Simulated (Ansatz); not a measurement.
How far to go with the k-point mesh at a smearing width of 0.3 eV: V (Im-3m, 1 atom in the cell)

```
CELL_PARAMETERS angstrom
     -1.50743     1.50743     1.50743
      1.50743    -1.50743     1.50743
      1.50743     1.50743    -1.50743
ATOMIC_POSITIONS crystal
  V  0.00000 0.00000 0.00000
```

Level of theory: PBE (plane waves, PAW; Ansatz, an electronic-structure program).

Base settings: basis.ecutwfc = 30.9 Ry; kpoints.mp_grid.grid = 15 15 15; hamiltonian.xc = pbe; hamiltonian.pseudopotentials = {kind: paw} (the program's default PAW files); scf.occupations.method = gaussian; scf.occupations.width = 0.0073 Ry.

In this ladder: scf.occupations.width = 0.022 Ry.

Only quantities that move along the ladder and can be compared are tabulated.

The count of work is k-points × plane waves × bands × iterations; it is no time. 

The starting cell has typed, rounded lattice constants, without a prior relaxation at this level. Its lattice was rescaled by up to half a per cent. Spin polarisation is off. In the base run, with a pressure of about -3 GPa the cell is away from its equilibrium volume at this level. Ansatz's pressure includes its estimate of the finite-basis (Pulay) stress.

Steps (kpoints.mp_grid.grid): 5 5 5; 6 6 6; 8 8 8; 9 9 9; 11 11 11; 14 14 14; 17 17 17; 20 20 20; 25 25 25; 30 30 30; 36 36 36.

**Question.** What is the coarsest kpoints.mp_grid.grid that holds the free energy within 5 meV/atom of the last step, with all finer ones?

**Answer.** 9 9 9, at 0.028 of the last step's count of work; the step before is off by 9.2 meV/atom.

**Question.** What is the coarsest kpoints.mp_grid.grid that holds the pressure within 0.5 GPa of the last step, with all finer ones?

**Answer.** 9 9 9, at 0.028 of the last step's count of work; the step before is off by 0.82 GPa.

| kpoints.mp_grid.grid | free energy less the last step's (meV/atom) | pressure (GPa) | count of work / last |
|---|---|---|---|
| 5 5 5 | 30.73 | -1.66 | 0.0081 |
| 6 6 6 | 34.96 | -1.43 | 0.013 |
| 8 8 8 | -9.24 | -3.53 | 0.023 |
| 9 9 9 | 0.52 | -2.74 | 0.028 |
| 11 11 11 | 0.79 | -2.70 | 0.045 |
| 14 14 14 | -1.06 | -2.79 | 0.084 |
| 17 17 17 | 0.02 | -2.69 | 0.13 |
| 20 20 20 | -0.02 | -2.70 | 0.21 |
| 25 25 25 | 0.01 | -2.70 | 0.37 |
| 30 30 30 | 0.00 | -2.70 | 0.61 |
| 36 36 36 | 0.00 | -2.70 | 1.0 |

Keys are those of Ansatz 0.2.
